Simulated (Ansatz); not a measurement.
```
CELL_PARAMETERS angstrom
      4.03914     0.00000     0.00000
      0.00000     4.03914     0.00000
      0.00000     0.00000     4.10700
ATOMIC_POSITIONS crystal
  Al 0.00000 0.50000 0.50000
  Al 0.50000 0.50000 0.00000
  Al 0.50000 0.00000 0.50000
  Sc 0.00000 0.00000 0.00000
```

No spin polarisation.

Method: r2SCAN (Ansatz, a program for electronic structure, PAW, no spin-orbit coupling), earlier PAW set. k-mesh 14×14×14 (Γ-centred); smearing 0.1 eV (Fermi–Dirac).

Q: Predict the pressure and band gap.

A: The pressure (mean of the normal stresses, compression positive) comes out as 1.8 GPa and the band gap is zero.

The cells carry an imposed strain or load. Whether these cells are dynamically stable was not tested. The final runs are not spin-polarised. The cell was made from ScAl$_{3}$ in the Cu3Au type structure (space group Pm-3m, No. 221) by this change: biaxial strain −1.17 %, plane normal [001], relaxed out of plane.
